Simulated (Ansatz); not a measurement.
## Hypothetical anti-CdI2 type Sr2C: element substitutions

Consider Sr2C in the anti-CdI2 type structure (space group P-3m1, No. 164; a = 4.0995 Å, c = 6.4899 Å; a hypothetical phase, not in the database extracts checked; layered, stacked along the Cartesian z axis).

Each row replaces one element on all its sites; cell and atoms are relaxed.

Method: Kohn–Sham DFT with the PBE-D3(BJ) functional, run in Ansatz (a first-principles code) with PAW and 420 eV plane waves, without spin-orbit coupling.

| variant | shortest interatomic distance | c/a ratio |
|---|---|---|
| base | 271.2 pm | 1.583 |
| Sr → Y | 245.6 pm | 1.729 |
| Sr → Mg | 222.1 pm | 1.322 |
| Sr → Ba | 280.8 pm | 1.764 |

No phonon test of stability was made. As relaxed here, Y2C, Mg2C and Ba2C are hypothetical phases, not in the database extracts checked. All final runs are without spin polarisation.
